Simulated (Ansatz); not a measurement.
A computed series for Al: response to strain

Base system: Al in the fcc (Cu type) structure (space group Fm-3m, No. 225; a = 3.992 Å; relaxed with 0.1 eV smearing). Axes: x, y, z lie along the cube axes.

Strains are applied to the cell and any free atomic positions relax; under biaxial strain the out-of-plane vector relaxes too; under stress the whole cell relaxes.

Computed with r2SCAN (Ansatz, a program for electronic structure; PAW; 500 eV plane waves; without spin-orbit coupling), earlier PAW set.

Candidates:
(a) biaxial strain +2.29 %, plane normal [111], relaxed out of plane
(b) uniaxial stress, 2 GPa compression along x
(c) biaxial strain −1.92 %, plane normal [001], relaxed out of plane
(d) isotropic strain +5.94 %
(e) biaxial strain −0.47 %, plane normal [001], relaxed out of plane

Notes on the quantities. energy relative to the base: free energy F.

Q: Order them by energy relative to the base, highest first.

A: (d) isotropic strain +5.94 % (+118 meV/atom), (a) biaxial strain +2.29 %, plane normal [111], relaxed out of plane (+7.3 meV/atom), (c) biaxial strain −1.92 %, plane normal [001], relaxed out of plane (+5.3 meV/atom), (b) uniaxial stress, 2 GPa compression along x (+1.9 meV/atom), (e) biaxial strain −0.47 %, plane normal [001], relaxed out of plane (+0.3 meV/atom)

Stability under load was not tested beyond the relaxation.
